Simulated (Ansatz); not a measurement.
The parent structure is HgS in the zinc blende structure (space group F-43m, No. 216; a = 5.992 Å).

Level of theory: PBE (Ansatz, a program for electronic structure), no SOC.

Base values:

```
Property   Result
--------  -------
Pressure  0.0 GPa
Band gap     zero
```

Now apply this change: the cell is scaled by 1.0439 in all directions, atoms relaxed at fixed cell.

### Question
Predict the new pressure, energy relative to the base and band gap.

### Answer
The pressure goes from zero to -4.7 GPa; the energy rises by 62 meV/atom; the band gap is still zero.

A case with no gap was solved on a k-mesh chosen for an insulator, which is coarse for it. With Hg present, leaving out spin-orbit coupling can change the band edges. The cells carry an imposed strain or load. No phonon test of stability was made. The final runs are not spin-polarised. The zero or small gap of HgS can change with the level of theory.
